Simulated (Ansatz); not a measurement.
**SiGe (model structure, started from the CsCl type, Pm-3m, No. 221, 2 atoms in the cell)**

All values below come from PBE (Ansatz, an electronic-structure program, PAW).

Settings: plane-wave cutoff 500 eV, 14×14×14 k mesh, Fermi–Dirac smearing 0.05 eV, scalar-relativistic PAW data made under PBE.

Cell (relaxed at this level):

```
CELL_PARAMETERS angstrom
      3.25205     0.00000     0.00000
      0.00000     3.25205     0.00000
      0.00000     0.00000     3.25205
ATOMIC_POSITIONS crystal
  Ge 0.00000 0.00000 0.00000
  Si 0.50000 0.50000 0.50000
```

For SiGe (model structure, started from the CsCl type, Pm-3m, No. 221, 2 atoms in the cell), the band gap is zero (no gap).

Note: the relaxation could raise the start's symmetry but not lower it, so the cell can be a saddle point.

Spin–orbit coupling is not included.

Computed values are for the static lattice.

The result took about 15 core-seconds (a rough figure).

A model structure was made by putting elements into a prototype or built by hand; it is no filed structure, need not be a known phase, and can be a saddle point held by its symmetry.
